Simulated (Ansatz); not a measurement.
The starting structures come from a database of crystals and need not be the phases stable at ambient conditions.

 Where the default PAW files enter, the runs use the earlier of Ansatz's two default sets.

Tunnelling through a barrier is set by its complex band structure: the current falls as exp(−2κd) with the smallest κ.

Data:

```yaml
crystal:
  lattice:
    - [4.02164, 0.00000, 0.00000]
    - [2.01082, 6.77531, 0.00000]
    - [2.01082, 0.59678, 3.43133]
  atoms:
    - { symbol: Ba, position: [0.75764, 0.72708, 0.75764] }
    - { symbol: Ba, position: [0.24236, 0.27292, 0.24236] }
    - { symbol: N, position: [0.50000, 0.50000, 0.50000] }
    - { symbol: F, position: [0.00000, 0.00000, 0.00000] }
```

Space group of this cell: R-3m. The cell is taken as given; by r2SCAN its mean pressure is -1.1 GPa.

Transport runs along the normal of the first two printed cell vectors, the (101) plane of the conventional cell.

The gap is the functional's own, uncorrected, and κ follows it; spin-orbit coupling is left out. Mid-gap values are interpolated between the computed energies.

Task: Predict the band gap and the smallest decay constant κ at mid-gap from Ansatz (an electronic-structure program) with r2SCAN.

Result: Gap 1.23 eV on a 10×10×10 mesh; κ = 0.256 1/Å, at the zone centre.
